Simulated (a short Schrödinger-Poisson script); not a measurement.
Solved with a short Schrödinger-Poisson script written for these runs: one-band effective-mass equation with BenDaniel-Duke matching, electrons, heavy and light holes apart, hard walls at the outer ends, one valence edge for both holes (no strain splitting), no charge, excitons, band mixing or non-parabolicity; under a field the levels are quasi-bound states of a box, listed while three quarters of their weight lies within 4 nm of the wells.

Structure: coupled double CdTe/Cd0.85Zn0.15Te quantum well.

From the first side: 20 nm Cd0.85Zn0.15Te; 10 nm CdTe; 2 nm Cd0.85Zn0.15Te; 10 nm CdTe; 20 nm Cd0.85Zn0.15Te.

Constants are typed, rounded textbook-type inputs, not results; the design itself was drawn at random and stands for no fabricated device. CdTe: direct gap (eV) 1.5, conduction-band edge (eV) 0, electron mass (mₑ) 0.096, heavy-hole mass 0.6, light-hole mass 0.12. Cd0.85Zn0.15Te: direct gap (eV) 1.59, conduction-band edge (eV) 0.072, electron mass (mₑ) 0.1, heavy-hole mass 0.6, light-hole mass 0.13.

The valence-band edge of each layer lies one gap below its conduction-band edge. The electron's potential energy rises along the stack by the applied field. Mesh 0.03 nm at interfaces.

Q: Give the hh1 − lh1 (meV); the squared e1-hh1 overlap at zero applied field; the shift of e1-hh1 at 5.2 kV/cm (meV).

A: hh1 − lh1 (meV): 2.6; squared e1-hh1 overlap at zero applied field: 1.00; shift of e1-hh1 at 5.2 kV/cm (meV): -3.7. Excitons are left out, and strain enters only through the typed gaps and offsets, so measured lines lie elsewhere.
